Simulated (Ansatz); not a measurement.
V_Ga in wurtzite GaN (start: the Ga site; 192-site cell, 2×2×2 shifted sampling), charge −1. All values below come from PBE, PAW (plane waves to 420 eV; Ansatz, an electronic-structure program).

```
Item                                               Value
---------------------------------------  ---------------
total energy of the defect cell          -396320.5247 eV
total energy of the perfect cell         -400120.2173 eV
μ(Ga) in alpha gallium, atoms added −1     -3783.0212 eV
Δμ(Ga), Ga-rich                                 0.000 eV
valence-band maximum on the cell's zero         9.261 eV
image correction with alignment                 0.263 eV
Fermi level above the maximum                    0.90 eV
```

Question: Work out the formation energy.

Answer: E_f = E(defect) − E(perfect) − Σ n μ + q (E_VBM + E_F) + E_corr = 3799.693 − (3783.021) + (-10.161) + (0.263) = 6.77 eV.
